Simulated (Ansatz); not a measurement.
Si: point defects

The parent structure is a 24-atom supercell of Si in the diamond structure (space group Fd-3m, No. 227; a = 5.4336 Å) at its relaxed geometry.

One neutral defect a cell, atoms relaxed at fixed cell.

Calculations: Ansatz (a program for electronic structure) PBEsol, without spin-orbit coupling, earlier PAW set.

| case | total moment of the cell | pressure | gap of the supercell | largest displacement of a host atom from its site in the perfect cell |
|---|---|---|---|---|
| perfect supercell | – | 0.0 GPa | 0.58 eV | – |
| Pb on a Si site, symmetric start | 0.0 μB | 2.8 GPa | zero | 0.24 Å |
| C on a Si site | 0.0 μB | -4.6 GPa | 0.10 eV | 0.36 Å |
| Mn on a Si site, symmetric start | 2.9 μB | 0.0 GPa | zero | 0.03 Å |
| Si interstitial (started 2.35 Å from the nearest host atom) | 0.0 μB | 1.5 GPa | zero | 0.19 Å |
| Li interstitial (started 2.35 Å from the nearest host atom) | 0.0 μB | 0.7 GPa | zero | 0.10 Å |

Other magnetic orders, which the real material may have, were not ruled out. The cell is small, so the values are those of an ordered compound at a high defect concentration; dilute-limit values will differ. The mesh was chosen for an insulator and is coarse for the gapless case. Defects with a symmetric start kept the site's symmetry and may sit on a saddle; the others started slightly shaken. With Pb present, leaving out spin-orbit coupling can change the band edges. Starting moments died away, wholly or in part, for Pb on a Si site, C on a Si site, Si interstitial (started 2.35 Å from the nearest host atom) and Li interstitial (started 2.35 Å from the nearest host atom); another magnetic solution may exist. Gaps under 0.05 eV, about the width of the smearing, are given as zero.
